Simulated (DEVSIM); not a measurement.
Device: abrupt Si p-n junction, at 400 K.

```tsv
layer (left to right)	material	thickness (μm)	Nd (cm⁻³)	Na (cm⁻³)	τn (s)	τp (s)
1	Si	74.0	-	7.6e17	0.00011	0.00011
2	Si	3.40	5.5e14	-	0.00011	0.00011
```

Left contact: ohmic. Right contact: ohmic. Voltage is applied to the left contact. Recombination: SRH at mid-gap, radiative, Auger. Mobility is μmin + (μ − μmin)/(1 + (N/Nref)^α).

This is a model device: material constants are rounded textbook-type values typed into the input, and sizes, dopings and lifetimes were drawn at random. Values at 300 K; Nc and Nv go as T^1.5, mobilities as T to minus their exponent, the gap by Varshni's rule with the affinity fixed.

| parameter | Si |
|---|---|
| gap (eV) | 1.124 |
| affinity (eV) | 4.05 |
| permittivity | 11.7 |
| Nc (cm⁻³) | 2.86e19 |
| Nv (cm⁻³) | 3.1e19 |
| μn (cm²/Vs) | 1417 |
| μp (cm²/Vs) | 470 |
| μn,min | 52 |
| μp,min | 45 |
| Nref,n | 9.7e16 |
| Nref,p | 2.2e17 |
| αn | 0.68 |
| αp | 0.72 |
| T exponent of μn | 2.3 |
| T exponent of μp | 2.2 |
| B (cm³/s) | 4.7e-15 |
| Cn (cm⁶/s) | 2.8e-31 |
| Cp (cm⁶/s) | 9.9e-32 |
| Varshni α (eV/K) | 0.000473 |
| Varshni β (K) | 636 |

Model (solved in DEVSIM): 1D drift-diffusion, Boltzmann statistics, complete ionisation; no tunnelling, impact ionisation, image-force lowering or self-heating.

The doping Nd of layer 2 was swept, all else fixed.

```json
[
 {"doping Nd of layer 2 (cm^-3)": "1.6e13", "largest field in the device at zero bias (V/cm)": "55000", "dark forward voltage at 100 A/cm² (V)": "0.584", "potential step across the device at zero bias (V)": "0.446", "dark forward voltage at 1 A/cm² (V)": "0.209"},
 {"doping Nd of layer 2 (cm^-3)": "5.5e13", "largest field in the device at zero bias (V/cm)": "55000", "dark forward voltage at 100 A/cm² (V)": "0.586", "potential step across the device at zero bias (V)": "0.486", "dark forward voltage at 1 A/cm² (V)": "0.231"},
 {"doping Nd of layer 2 (cm^-3)": "1.6e14", "largest field in the device at zero bias (V/cm)": "55000", "dark forward voltage at 100 A/cm² (V)": "0.589", "potential step across the device at zero bias (V)": "0.522", "dark forward voltage at 1 A/cm² (V)": "0.256"},
 {"doping Nd of layer 2 (cm^-3)": "5.5e14", "largest field in the device at zero bias (V/cm)": "55000", "dark forward voltage at 100 A/cm² (V)": "0.594", "potential step across the device at zero bias (V)": "0.565", "dark forward voltage at 1 A/cm² (V)": "0.291"},
 {"doping Nd of layer 2 (cm^-3)": "1.6e15", "largest field in the device at zero bias (V/cm)": "56000", "dark forward voltage at 100 A/cm² (V)": "0.602", "potential step across the device at zero bias (V)": "0.601", "dark forward voltage at 1 A/cm² (V)": "0.326"},
 {"doping Nd of layer 2 (cm^-3)": "5.5e15", "largest field in the device at zero bias (V/cm)": "60000", "dark forward voltage at 100 A/cm² (V)": "0.620", "potential step across the device at zero bias (V)": "0.644", "dark forward voltage at 1 A/cm² (V)": "0.369"},
 {"doping Nd of layer 2 (cm^-3)": "1.6e16", "largest field in the device at zero bias (V/cm)": "71000", "dark forward voltage at 100 A/cm² (V)": "0.643", "potential step across the device at zero bias (V)": "0.681", "dark forward voltage at 1 A/cm² (V)": "0.408"}
]
```

From the first row to the last the largest field in the device at zero bias goes from 55000 to 71000. From the first row to the last the dark forward voltage at 100 A/cm² goes from 0.584 to 0.643.
